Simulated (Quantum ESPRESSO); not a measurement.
Effort and miss along a sweep of ecutwfc: Ga₄B₂O₉ (C2/m, 30 atoms in the cell)

Cell: a = 8.5582 Å, b = 8.5582 Å, c = 11.5238 Å, α = 131.10°, β = 131.10°, γ = 39.21°.

Method of the run: PBEsol, GBRV 1.5 ultrasoft (PBESOL) pseudopotentials (plane waves; Quantum ESPRESSO 7.5).

Base settings: ecutwfc = 50 Ry; ecutrho = 250 Ry; occupations = smearing; smearing = fermi-dirac; degauss = 0.00147 Ry; potentials = {Ga: ga_pbesol_v1.4.uspp.F.UPF, B: b_pbesol_v1.4.uspp.F.UPF, O: o_pbesol_v1.2.uspp.F.UPF}; K_POINTS = automatic 3 3 2 1 1 1; conv_thr = 1e-10 Ry; mixing_beta = 0.7.

Misses are taken against the tightest run, 50 Ry, which need not be fully converged itself. The energy is the free energy per atom.

The count of work is k-points × plane waves × bands × iterations; it is no time, and leaves out set-up, grids and terms that scale otherwise. Core times come from one kind of shared machine and are given to one figure; runs under 30 s give none.

The starting cell comes from a database of computed structures (which also holds hypothetical and non-ambient phases and stackings), without a prior relaxation at this level. Its lattice was rescaled by a random factor within 2.5 % of one. In the base run, with a pressure of about -8 GPa the cell is away from its equilibrium volume at this level.

| ecutwfc | energy less reference (meV/atom) | pressure less reference (GPa) | largest difference in the force on any atom (eV/Å) | count of work / reference | core time / reference (rough) |
|---|---|---|---|---|---|
| 20 Ry (ecutrho: 250 Ry → 100 Ry) | 4226.99 | -241.14 | 1.384 | 0.25 | 0.2 |
| 25 Ry (ecutrho: 250 Ry → 125 Ry) | 716.89 | -55.47 | 0.088 | 0.35 | 0.3 |
| 30 Ry (ecutrho: 250 Ry → 150 Ry) | 105.90 | -9.80 | 0.019 | 0.47 | 0.4 |
| 35 Ry (ecutrho: 250 Ry → 175 Ry) | 23.45 | -0.85 | 0.004 | 0.59 | 0.7 |
| 40 Ry (ecutrho: 250 Ry → 200 Ry) | 12.98 | -0.08 | 0.004 | 0.72 | 0.8 |
| 45 Ry (ecutrho: 250 Ry → 225 Ry) | 5.73 | -0.15 | 0.003 | 0.85 | 0.8 |
| 50 Ry | 0.00 | 0.00 | 0.000 | 1.0 | 1 |

The last two settings still differ by 5.7 meV/atom, so the table cannot show that the reference is converged.

Coarsest setting among those run that, with all tighter ones, holds the energy within 20 meV/atom of the reference: 40 Ry (ecutrho: 250 Ry → 200 Ry), off by 13 meV/atom; its saving against the reference is no more than about a factor of 2 in the count of work.

The step from 20 Ry (ecutrho: 250 Ry → 100 Ry) to 45 Ry (ecutrho: 250 Ry → 225 Ry): it takes the miss in the energy from 4200 to 5.7 meV/atom, for 3.4 times the count of work and roughly 3 times the time.
